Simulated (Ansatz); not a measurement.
Au on the 1x1 (101) surface of tetragonal HfO2 (a metastable polymorph) (cut with top plane O), one in a 2x1 cell, energies for each (46.0 Å²). Energies are against an atom of fcc Au, without zero-point or thermal terms; each row is named by its start (#2, #3: further inequivalent places of a kind).

Host crystal: tetragonal HfO2, with a band gap (PBE, scalar-relativistic without spin-orbit coupling).

Level of theory: PBE (plane waves to 420 eV, PAW; Ansatz, a program for electronic structure).

Model: 37-atom slab, 7.6 Å thick at the start under the adsorbate (thin: gaps and levels are the slab's own), 3x3x1 mesh, Fermi-Dirac 0.01 eV, dipole correction, 16 atoms held, the rest relaxed; each run with such symmetry as its start has; spin-polarised, no spin-orbit, no U, no dispersion correction.

A negative adsorption energy means that the adsorbate is more stable on the surface than in its reference. Starts that drift may end in the same place. Heights count from the host atoms within 0.3 Å of the top one.

```csv
starting site,E_ads (eV),height (Å),nearest host atom (Å),bonded to,change of the vacuum step (eV),lateral drift (Å),moment (μB)
top O,2.27,1.75,O 2.21,2 Hf + O,0.19,1.3,1.0
top O #2,2.12,1.66,O 2.23,Hf + O,0.12,1.2,1.0
top Hf,2.46,2.00,O 2.30,Hf + O,0.45,0.7,1.0
over Hf at depth 1.0 Å,2.28,1.78,O 2.66,Hf,-0.14,0.7,1.0
over O at depth 1.5 Å,2.27,1.75,O 2.21,2 Hf + O,0.19,0.8,1.0
hollow beside Hf,2.46,2.00,O 2.30,Hf + O,0.44,0.9,1.0
hollow Hf-Hf-O-O-O over O at depth 1.8 Å,2.28,1.78,O 2.66,Hf,-0.14,1.3,1.0
bridge Hf-O (span 2.0 Å),2.12,1.66,O 2.23,Hf + O,0.15,1.9,1.0
bridge O-O (span 4.0 Å) (the adsorbate broke or entered a bond of the host),1.96,1.36,O 2.20,Hf + O,0.04,1.1,1.0
```
